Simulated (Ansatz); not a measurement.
We consider BaO (P6₃/mmc, No. 194, 4 atoms in the cell; start mp-1008500; a measured phase of this formula has another space group), described by HSE06+SOC (plane waves, PAW; Ansatz, a first-principles code).

Run with plane-wave cutoff 460 eV, 9×9×4 k mesh (along the axes of the cell as run), Fermi–Dirac smearing 0.01 eV, PAW data made under PBE.

Cell (relaxed with PBEsol):

```cif
data_Ba2O2
_chemical_formula_sum 'Ba2 O2'
_space_group_name_H-M_alt 'P 1'
_space_group_IT_number 1
_cell_length_a 3.74634
_cell_length_b 3.74634
_cell_length_c 6.53814
_cell_angle_alpha 90.000
_cell_angle_beta 90.000
_cell_angle_gamma 120.000
loop_
_space_group_symop_operation_xyz
  'x, y, z'
loop_
_atom_site_label
_atom_site_type_symbol
_atom_site_fract_x
_atom_site_fract_y
_atom_site_fract_z
_atom_site_occupancy
Ba1 Ba 0.33333 0.66667 0.25000 1
Ba2 Ba 0.66667 0.33333 0.75000 1
O1 O 0.00000 0.00000 0.50000 1
O2 O 0.00000 0.00000 0.00000 1
```

**Question.** Estimate the band gap and direct gap at Γ that the calculation returns.

**Answer.** 
- band gap: 3.79 eV (direct)
- direct gap at Γ: 4.83 eV

Note: cell and atoms aren't relaxed at this level (pressure 2.1 GPa).

Computed values are for the static lattice.

It cost around 40 core-minutes (rough) of CPU time.

A start named mp-… is a Materials Project structure, which need not be a measured phase.
